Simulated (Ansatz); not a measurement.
The parent structure is SnO (space group P4/nmm, No. 129; layered, stacked along the Cartesian z axis; relaxed with 0.1 eV smearing).

```yaml
crystal:
  lattice:
    - [3.76851, 0.00000, 0.00000]
    - [0.00000, 3.76851, 0.00000]
    - [0.00000, 0.00000, 4.55708]
  atoms:
    - { symbol: Sn, position: [0.50000, 0.00000, 0.25383] }
    - { symbol: Sn, position: [0.00000, 0.50000, 0.74617] }
    - { symbol: O, position: [0.00000, 0.00000, 0.00000] }
    - { symbol: O, position: [0.50000, 0.50000, 0.00000] }
```

Cartesian axes are those of the cell as printed.

Level of theory: PBEsol-D3(BJ) (Ansatz, an electronic-structure program, PAW, no spin-orbit coupling).

Base values:

```
Quantity                         Result
-----------------------------  --------
Shortest interatomic distance  221.1 pm
```

Modification: uniaxial strain ε_zz = −5.98 %, all other strain components held at zero; the atoms relax in the strained cell.

Task: Estimate the effect on the shortest interatomic distance and stress.

Result: The shortest interatomic distance drops by 1.0 pm to 220.1 pm; the stress (xx, yy, zz, yz, xz, xy; compression positive) amounts to (2.0, 2.0, 4.9, 0.0, 0.0, 0.0) GPa.

Stability against distortions was not tested. All final runs are without spin polarisation.
